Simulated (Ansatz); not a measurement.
GaN under a change: 7 layers

Consider GaN in the zinc blende structure (space group F-43m, No. 216; a = 4.4981 Å). Axes: x, y, z lie along the cube axes.

One thing is altered: a free-standing slab of 7 layers (14 atoms, 2 a layer) is cut normal to [110], with 15 Å of vacuum and the in-plane cell held at bulk.

Computed with Ansatz (an electronic-structure program) PBEsol, no spin-orbit coupling. Settings: 10×7×1 k-points, 0.05 eV Fermi–Dirac smearing, for the changed cell.

```json
[
 {"quantity": "layer's space group (with vacuum)", "base": "–", "changed": "Pmm2 (No. 25)", "shift": "–"},
 {"quantity": "shortest interatomic distance", "base": "1.948 Å", "changed": "1.844 Å", "shift": "-0.104 Å"},
 {"quantity": "band gap", "base": "1.70 eV", "changed": "1.55 eV", "shift": "-0.15 eV"},
 {"quantity": "gap character", "base": "–", "changed": "indirect, k = (0, 0.143, 0) in the run's primitive reciprocal basis → Γ", "shift": "–"},
 {"quantity": "excess energy per area of both faces (slab less bulk energy over the cell's area: twice a surface energy)", "base": "–", "changed": "3.89 J/m²", "shift": "–"},
 {"quantity": "thickness between the outermost nuclei", "base": "–", "changed": "9.61 Å", "shift": "–"},
 {"quantity": "change of the spacing d12 from its bulk value of 1.590 Å", "base": "–", "changed": "-7.4 %", "shift": "–"},
 {"quantity": "change of the spacing d23 from its bulk value of 1.590 Å", "base": "–", "changed": "+2.1 %", "shift": "–"}
]
```

Final structure:

```
CELL_PARAMETERS angstrom
      3.18062     0.00000     0.00000
      0.00000     4.49808     0.00000
      0.00000     0.00000    24.54186
ATOMIC_POSITIONS crystal
  N  0.75000 0.49262 0.30424
  Ga 0.25000 0.29230 0.31411
  N  0.25000 0.99004 0.36993
  Ga 0.75000 0.74499 0.36838
  N  0.75000 0.49426 0.43497
  Ga 0.25000 0.24397 0.43569
  N  0.25000 0.99210 0.50000
  Ga 0.75000 0.74153 0.50000
  N  0.75000 0.49426 0.56503
  Ga 0.25000 0.24397 0.56431
  N  0.25000 0.99004 0.63007
  Ga 0.75000 0.74499 0.63162
  N  0.75000 0.49262 0.69576
  Ga 0.25000 0.29230 0.68589
```

Slab and bulk use different k-meshes, which limits the precision of the excess energy. Stability against distortions was not tested. This is not the structure that GaN has at room temperature and ambient pressure. k-point labels follow each cell's own Brillouin zone.
